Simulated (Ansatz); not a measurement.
Ansatz (a quantum-chemistry and plane-wave program) run on FeAl (Pm-3m, 2 atoms in the cell): self-consistent single point

Method: PBE (plane waves, PAW; Ansatz).

Input as run:

Ansatz 0.2 input:
```yaml
crystal:
  lattice:
    - [2.910582, 0.000000, 0.000000]
    - [0.000000, 2.910582, 0.000000]
    - [0.000000, 0.000000, 2.910582]
  atoms:
    - { symbol: Al, position: [0.500000, 0.500000, 0.500000] }
    - { symbol: Fe, position: [0.000000, 0.000000, 0.000000] }
basis:
  ecutwfc: 30.9 Ry
kpoints:
  mp_grid: { grid: [11, 11, 11] }
hamiltonian:
  xc: pbe
  pseudopotentials: { kind: paw }
scf:
  occupations: { method: gaussian, width: 0.0073 Ry }
output:
  forces: true
  eigenvalues: true
  stress: true
```

The program printed (abridged):

```
WARN ansatz: RAYON_NUM_THREADS=1 ignored (pool sized by the plan → 1); use --threads N
Pseudopotentials: kind: paw
Pseudopotential: Al, paw, valence charge 3
Pseudopotential: Fe, paw, valence charge 16
Crystal: 2 atoms, lattice volume = 24.657 Å³
Basis set: ecut = 420.4159175005146 eV, 461 PW (Γ), exchange–correlation on 40×40×40 points (8 copies of the dense FFT grid, shifted against one another)
Bands: 14, of which v1, the nominal top of the filled ones, is band 10 counted from 1 (9 counted from 0)
Symmetry: 48 space group operations
Space group: Pm-3m (ITA 221), of the structure as read, at distance tolerance 2.9e-5 Å
k-points: 56 of 1331
Initial density: superposition of atomic densities (neutral atoms: chi_scale 0, normalization atom), corrected by the library's trained network
Initial wavefunctions: pseudopotential atomic-orbital guess
Eigensolver: davidson
Functional: x = pbe(κ = 0.804, μ = 0.2195149727645171), c = pbe(β = 0.06672455060314922)
SCF iter   1: F=—  HF=-5018.565948 eV  |F-HF|=—  |Δ(HF+E_count)|=         —  Δρ=3.22e-3  dr2=1.42e-3  ethr=1.77e-3  ⟨swp⟩=4.3  Hψ=3626  notcnv=0
all-band conjugate gradients solve this SCF's bands
preconditioner: auto → none
SCF iter   2: F=—  HF=-5018.565866 eV  |F-HF|=—  |Δ(HF+E_count)|=   8.16e-5  Δρ=1.46e-3  dr2=2.77e-4  ethr=7.46e-6  ⟨swp⟩=2.2  Hψ=1499  notcnv=0
SCF iter   3: F=—  HF=-5018.565856 eV  |F-HF|=—  |Δ(HF+E_count)|=   1.02e-5  Δρ=1.22e-4  dr2=1.59e-6  ethr=1.46e-6  ⟨swp⟩=1.5  Hψ=884  notcnv=0
SCF iter   4: F=—  HF=-5018.565912 eV  |F-HF|=—  |Δ(HF+E_count)|=   5.54e-5  Δρ=4.58e-5  dr2=3.93e-7  ethr=8.38e-9  ⟨swp⟩=2.3  Hψ=1202  notcnv=0
iter 5 did not close the SCF: its close was put off for the readings that it lacked (scf_convergence_deferred on its scf_iter line)
SCF iter   5: F=-5018.565912 eV  HF=-5018.565912 eV  |F-HF|=6.69e-10  |Δ(HF+E_count)|=   1.45e-8  Δρ=5.19e-6  dr2=3.55e-9  ethr=2.07e-9  ⟨swp⟩=1.2  Hψ=801  notcnv=0
SCF iter   6: F=-5018.565912 eV  HF=-5018.565912 eV  |F-HF|=1.46e-10  |Δ(HF+E_count)|=   1.25e-9  Δρ=1.73e-6  dr2=3.80e-10  ethr=1.87e-11  ⟨swp⟩=2.2  Hψ=2309  notcnv=0
SCF 1 converged in 6 iterations: F = -5018.565912 eV  dr2 = 3.80e-10
SCF converged after 6 iterations
Free energy (F): -5018.565912 eV
Harris-Foulkes:  -5018.565912 eV  (|F-HF|=1.46e-10)
Internal energy: -5018.549739 eV  (E = F + TS)
E sigma→0 (E₀):  -5018.557825 eV
Entropy (-TS):   -0.016173 eV (-8.086 meV/atom)
Fermi energy:    13.337184 eV
--- Per-component energies (eV) ---
  E_band       = -257.941951
  E_kinetic    = 380.209069
  E_local      = -2785.225335  (includes V_loc(G=0)·N_el)
  E_nonlocal   = 226.467613
  E_hartree    = 1203.056138
  E_xc         = -159.282436
  E_vxc        = -182.958003  (∫ρ·V_xc dr)
  E_paw        = -1833.424542  (= ΣΔE_a)
  E_vpaw       = -302.549451  (= ΣTr[D̂ρ^β])
  E_aug_tail   = 0.000787  (compensation charges beyond the density's cutoff)
  E_ewald      = -2050.351032
  E_smearing   = -0.016173  (= −TS)
  E_closure    = -0.000000  (closes the sum)
  Σ components = -5018.565912   (vs F -5018.565912, Δ=0.00e0)
--- Forces (eV/Å), atoms counted from 1 ---
  atom   1  Al     0.00000000    -0.00000000     0.00000000
  atom   2  Fe    -0.00000000    -0.00000000     0.00000000
  max |Σ_I F_I| component: 2.47e-31 eV/Å
--- Stress (GPa, compression-positive) ---
       -7.062402       0.000000       0.000000
        0.000000      -7.062402       0.000000
       -0.000000       0.000000      -7.062402
  P = ⅓ Tr σ = -7.0624 GPa (-70.624 kbar)
  The stress holds the Pulay correction. Without it, at fixed plane waves, as pw.x and ABINIT print it: P = -7.1319 GPa
--- Band table (eV; the first three rows and the last of 56) ---
  k-point 0: bands = ["-72.8095", "-38.8796", "-38.8796", "-38.8796", "3.2368", "11.2599", "11.2599", "13.4976", "13.4976", "13.4976", "19.5774", "19.5774", "19.5774", "22.5907"]
  k-point 1: bands = ["-72.8092", "-38.8838", "-38.8792", "-38.8792", "3.3879", "11.2359", "11.3051", "13.4039", "13.4039", "13.5071", "18.4133", "19.7995", "19.7995", "22.5509"]
  k-point 2: bands = ["-72.8083", "-38.8953", "-38.8783", "-38.8783", "3.8370", "11.0803", "11.4296", "13.1723", "13.1723", "13.5328", "16.6686", "20.4190", "20.4190", "22.4359"]
  k-point 55: bands = ["-72.7981", "-38.9213", "-38.9212", "-38.9212", "10.0419", "10.2316", "10.2316", "14.0408", "14.0408", "15.6048", "16.4508", "16.4508", "17.4233", "19.5591"]
```

The run converged in 6 iterations.

The starting cell has typed, rounded lattice constants, without a prior relaxation at this level. Its lattice was rescaled by a random factor within 2.5 % of one. Spin polarisation is off. With a pressure of about -7 GPa the cell is away from its equilibrium volume at this level. Ansatz's pressure includes its estimate of the finite-basis (Pulay) stress.
